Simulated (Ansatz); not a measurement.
## CdSe: pressure series

Consider CdSe in the zinc blende structure (space group F-43m, No. 216).

```yaml
crystal:
  lattice:
    - [0.00000, 3.09822, 3.09822]
    - [3.09822, 0.00000, 3.09822]
    - [3.09822, 3.09822, 0.00000]
  atoms:
    - { symbol: Se, position: [0.75000, 0.75000, 0.75000] }
    - { symbol: Cd, position: [0.00000, 0.00000, 0.00000] }
```

Cell and atoms are relaxed at each pressure.

Calculations: DFT with PBE, PAW potentials and a 420 eV plane-wave cutoff in Ansatz (a quantum-chemistry and plane-wave program), no SOC, earlier PAW set.

Candidates:
(a) pressure 10 GPa
(b) pressure 1.5 GPa
(c) pressure 0.7 GPa

For the base:

The band gap is 0.49 eV.

Order them by band gap, highest first.

(a) pressure 10 GPa (0.81 eV), (b) pressure 1.5 GPa (0.56 eV), (c) pressure 0.7 GPa (0.52 eV)

Load acts through the strain it causes; cell and atoms are relaxed under it. Stability against distortions was not tested. Tetrahedral semiconductors of this kind turn to denser phases somewhere between about 1 and 50 GPa; those were not computed, so compressed cells here can lie past the real transition.
